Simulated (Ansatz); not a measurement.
Results of PBEsol (PAW; Ansatz, an electronic-structure program) for CsCl-type NiAl.

Numerical settings: plane-wave cutoff 520 eV, 20×20×20 k mesh, Fermi–Dirac smearing 0.05 eV, no spin polarisation, scalar-relativistic PAW data made under PBE.

Cell (relaxed at this level):

```
AlNi
1.0
    2.86222     0.00000     0.00000
    0.00000     2.86222     0.00000
    0.00000     0.00000     2.86222
Al Ni
1 1
Direct
  0.50000   0.50000   0.50000
  0.00000   0.00000   0.00000
```

### Question
Give the computed bulk modulus B0.

### Answer

* **bulk modulus B0**: 173 GPa

Measured, for comparison: bulk modulus 156 GPa (room temperature, not corrected to a static lattice; as tabulated in Yamada et al. (2019), arXiv:1910.09660). Computed (rounded) less measured: bulk modulus +11 %.

Note: the run has no spin polarisation, so it can have missed a magnetic state; the bulk modulus is −V dP/dV from two relaxed cells at ±2 % in volume.

Computed values are for the static lattice.

It cost roughly 19 core-seconds of CPU time.
